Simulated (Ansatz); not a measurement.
Start from C in the graphite type structure (space group P6_3/mmc, No. 194; a = 2.4650 Å, c = 6.7289 Å; layered, stacked along the Cartesian z axis).

(Cell as relaxed with PBE-D3(BJ).)

Levels (all Ansatz, an electronic-structure program, PAW, earlier PAW set): PBE-D3(BJ) (420 eV, no spin-orbit coupling); r2SCAN+rVV10 (500 eV, no spin-orbit coupling).

Each level relaxes its own structure.

```csv
base,PBE-D3(BJ),r2SCAN+rVV10
volume per atom,8.85 Å³,8.71 Å³
lattice parameter a,2.465 Å,2.455 Å
band gap,zero,zero
```

The change: cell and atoms relaxed at a pressure of 3 GPa.

```
quantity                       PBE-D3(BJ)  r2SCAN+rVV10
-----------------------------  ----------  ------------
c/a ratio                           2.575         2.583
shortest interatomic distance     1.420 Å       1.414 Å
```

PBE-D3(BJ)'s c/a ratio lies 0.0086 below r2SCAN+rVV10's; PBE-D3(BJ)'s shortest interatomic distance lies 0.006 Å above r2SCAN+rVV10's (0.4 %). Neither level is exact; r2SCAN+rVV10 is the comparison here, not a measurement.

The mesh was chosen for an insulator and is coarse for the gapless case. Load acts through the strain it causes; cell and atoms are relaxed under it. Whether these cells are dynamically stable was not tested.
